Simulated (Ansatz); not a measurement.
The reference is SiC in the zinc blende structure (space group F-43m, No. 216; a = 4.356 Å). Axes: x, y, z lie along the cube axes.

Method: Kohn–Sham DFT with the r2SCAN functional, run in Ansatz (a first-principles code) with PAW and 500 eV plane waves, spin-orbit coupling left out.

Modification: uniaxial strain ε_zz = −1.50 %, all other strain components held at zero, atoms relaxed at fixed cell.

Question: Predict the stress tensor and what it implies for the stiffness.

Answer: Stress of the strained cell less that of the base (GPa, compression positive):
```
   2.15    0.00    0.00
   0.00    2.15    0.00
   0.00    0.00    6.26
```

Then −Δσ_ii/ε with ε = -0.0150 gives secant stiffness values (nonlinear terms included at this strain): C33 ≈ 417 GPa, C13 ≈ 143 GPa and C23 ≈ 143 GPa.

Whether these cells are dynamically stable was not tested.
